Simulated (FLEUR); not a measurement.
FLEUR run on BaHfO₃ (Pm-3m, 5 atoms in the cell): self-consistent single point.

Method: PBE, all-electron FLAPW (FLEUR), scalar-relativistic valence in FLEUR.

The change in words: lattice scaled by 0.98. Reference geometry:
```yaml
crystal:
  lattice:
    - [4.12246, 0.00000, 0.00000]
    - [0.00000, 4.12246, 0.00000]
    - [0.00000, 0.00000, 4.12246]
  atoms:
    - { symbol: Ba, position: [0.00000, 0.00000, 0.00000] }
    - { symbol: Hf, position: [0.50000, 0.50000, 0.50000] }
    - { symbol: O, position: [0.50000, 0.00000, 0.50000] }
    - { symbol: O, position: [0.00000, 0.50000, 0.50000] }
    - { symbol: O, position: [0.50000, 0.50000, 0.00000] }
```

Reference input (self-consistent single point, DFT, PBE, all-electron FLAPW (FLEUR), scalar-relativistic valence): Kmax = 4.7 1/bohr; GmaxXC = 16.4 1/bohr; xcFunctional = pbe; jspins = 1; l_soc = F; mode = hist; fermiSmearingEnergy = 0.00073499 Htr; mesh (inpgen div1-3) = 6 6 6; inpgen gamma flag = true; Gmax = 16.4 1/bohr; numbands = 0; maxIterBroyd = 40. This run's input differs from it in these lines:

```diff
@@ -3,5 +3,5 @@
 &input film=f /
-4.1224620000 0.0000000000 0.0000000000
-0.0000000000 4.1224620000 0.0000000000
-0.0000000000 0.0000000000 4.1224620000
+4.0400130000 0.0000000000 0.0000000000
+0.0000000000 4.0400130000 0.0000000000
+0.0000000000 0.0000000000 4.0400130000
 1.8897261246
@@ -46,5 +46,5 @@
          <bravaisMatrix>
-            <row-1>    7.7903241390707638     0.0000000000000000     0.0000000000000000</row-1>
-            <row-2>    0.0000000000000000     7.7903241390707638     0.0000000000000000</row-2>
-            <row-3>    0.0000000000000000     0.0000000000000000     7.7903241390707638</row-3>
+            <row-1>    7.6345181098236194     0.0000000000000000     0.0000000000000000</row-1>
+            <row-2>    0.0000000000000000     7.6345181098236194     0.0000000000000000</row-2>
+            <row-3>    0.0000000000000000     0.0000000000000000     7.6345181098236194</row-3>
          </bravaisMatrix>
```

The program printed (abridged):

```
 Iteration:     1   Distance:      24.95647729 me/bohr^3
 Iteration:     2   Distance:      21.31993222 me/bohr^3
 Iteration:     3   Distance:       8.61661599 me/bohr^3
 Iteration:     4   Distance:       7.88427472 me/bohr^3
 Iteration:     5   Distance:       3.45307767 me/bohr^3
   [... 8 lines left out ...]
 Iteration:    14   Distance:       0.00059553 me/bohr^3
 Iteration:    15   Distance:       0.00005990 me/bohr^3
 Iteration:    16   Distance:       0.00001095 me/bohr^3
 Iteration:    17   Distance:       0.00000785 me/bohr^3
 Run finished successfully
 Stop message:
   Structural relaxation: Done

[file out, last iteration]
             iter=     18
[...]
          total density-effective poten   -4.0122366849E+04
          total charge density-energy d   -5.3431860272E+02
 Updated energy parameters for spin:           1
[...]
 fermi energy and band-weighting factors:
    0.845109    0.845109

[...]
FERMIE:
          first approx. to ef    (T=0)  :   0.433500 htr   (energy of the highest occ. eigenvalue)
          number of occ. states  (T=0)  :        540
          first approx. to seigv (T=0)  :  -0.770255 htr
          sum of weights of occ. states :  27.000000
          sum of semicore charge        :   0.000000 e
FERHIS:  Fermi-Energy by histogram:
          bandgap                     :   0.139203 htr
   [... lines left out ...]
          charge neutrality (T=0)     :   0.000000    (zero if the highest occ. eigenvalue is "entirely" occupied)
 Direct bandgap for spin            1 :   0.13920318121578079       Htr
 ---->    free energy=                    -23463.3195674659 htr
   [... lines left out ...]
 TOTAL FORCE FOR ATOM TYPE=  1  X=  0.000   Y=  0.000   Z=  0.000
                       FX_TOT= 0.000000 FY_TOT= 0.000000 FZ_TOT= 0.000000
 TOTAL FORCE FOR ATOM TYPE=  2  X=  3.817   Y=  3.817   Z=  3.817
                       FX_TOT= 0.000000 FY_TOT= 0.000000 FZ_TOT= 0.000000
 TOTAL FORCE FOR ATOM TYPE=  3  X=  3.817   Y=  0.000   Z=  3.817
                       FX_TOT= 0.000000 FY_TOT= 0.000000 FZ_TOT= 0.000000
 Structural relaxation: Done
```

The run converged in 17 iterations. FLEUR gives forces in its relaxation mode, with a further iteration, so its stop message speaks of a relaxation. Against the reference run the free energy goes up by 86.0 meV/atom and the gap on the mesh goes from 3.760 to 3.788 eV.

The starting cell has typed, rounded lattice constants, without a prior relaxation at this level. Its lattice was rescaled by a random factor within 2.5 % of one. For this run, on top of that: lattice scaled by 0.98. Spin-orbit coupling is off. Values depend on the basis (sphere radii, cutoffs, local orbitals), which need not be converged.

Cost on one core of a shared machine: roughly 80 s.
